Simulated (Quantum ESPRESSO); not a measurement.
Worked example: self-consistent single point of TiC (P1, 2 atoms in the cell) in Quantum ESPRESSO.

Level of theory: PBEsol, GBRV 1.5 ultrasoft (PBESOL) pseudopotentials (plane waves; Quantum ESPRESSO).

```
CELL_PARAMETERS angstrom
      0.00000     2.16572     2.16572
      2.16572     0.00000     2.16572
      2.16572     2.16572     0.00000
ATOMIC_POSITIONS crystal
  Ti 0.99719 0.98031 0.00445
  C  0.50281 0.51969 0.49555
```

Reference input (self-consistent single point, DFT, PBEsol, plane waves, GBRV 1.5 ultrasoft (PBESOL) pseudopotentials): ecutwfc = 50 Ry; ecutrho = 400 Ry; occupations = smearing; smearing = gauss; degauss = 0.0036749 Ry; potentials = {Ti: ti_pbesol_v1.4.uspp.F.UPF, C: c_pbesol_v1.2.uspp.F.UPF}; K_POINTS = automatic 11 11 11 0 0 0; conv_thr = 1e-10 Ry. This run's input differs from it in these lines:

```diff
@@ -33,3 +33,3 @@
 K_POINTS automatic
-11 11 11  0 0 0
+9 9 9  0 0 0
```

Output (repeated stretches shortened):

```
     Self-consistent Calculation

     iteration #  1     ecut=    50.00 Ry     beta= 0.70

---- Real-time Memory Report at c_bands before calling an iterative solver
           108 MiB given to the printing process from OS
            77 MiB allocation reported by mallinfo(arena+hblkhd)
------------------

     negative rho (up, down):  1.887E-03 0.000E+00

     total energy              =    -130.15600937 Ry
     estimated scf accuracy    <       1.05854450 Ry

     iteration #  2     ecut=    50.00 Ry     beta= 0.70

---- Real-time Memory Report at c_bands before calling an iterative solver
   [... lines left out ...]
           172 MiB given to the printing process from OS
            94 MiB allocation reported by mallinfo(arena+hblkhd)
------------------

     negative rho (up, down):  7.535E-04 0.000E+00

     total energy              =    -130.74974027 Ry
     estimated scf accuracy    <          3.8E-09 Ry

     iteration # 14     ecut=    50.00 Ry     beta= 0.70

---- Real-time Memory Report at c_bands before calling an iterative solver
           172 MiB given to the printing process from OS
            94 MiB allocation reported by mallinfo(arena+hblkhd)
------------------

     negative rho (up, down):  7.535E-04 0.000E+00
     End of self-consistent calculation

     the Fermi energy is    14.6547 ev

!    total energy              =    -130.74974027 Ry
     estimated scf accuracy    <          3.1E-11 Ry
     smearing contrib. (-TS)   =      -0.00002272 Ry
     internal energy E=F+TS    =    -130.74971755 Ry

     convergence has been achieved in  14 iterations

     negative rho (up, down):  7.535E-04 0.000E+00

     Forces acting on atoms (cartesian axes, Ry/au):

     atom    1 type  1   force =     0.02190101   -0.00249954    0.03250487
     atom    2 type  2   force =    -0.02190101    0.00249954   -0.03250487

     Total force =     0.055542     Total SCF correction =     0.000000

     negative rho (up, down):  7.535E-04 0.000E+00
          total   stress  (Ry/bohr**3)                   (kbar)     P=      -50.79
  -0.00035344   0.00000615  -0.00008113          -51.99        0.90      -11.94
   0.00000615  -0.00041313   0.00000811            0.90      -60.77        1.19
  -0.00008113   0.00000811  -0.00026932          -11.94        1.19      -39.62

   JOB DONE.
```

The run converged in 14 iterations. Against the reference run the free energy stays essentially unchanged (within 1 meV/atom), the pressure stays near -5.08 GPa while the yy stress (positive for compression) goes from -6.42 to -6.08 GPa and the largest force goes from 1.031 to 1.010 eV/Å.

The starting cell comes from a database of computed structures (which also holds hypothetical and non-ambient phases and stackings), without a prior relaxation at this level. Its atoms were displaced at random from the sites of space group no. 225. Spin polarisation is off. With a pressure of about -5 GPa the cell is away from its equilibrium volume at this level. Forces in this geometry exceed 1 eV/Å.

Cost on one core of a shared machine: roughly 60 s.
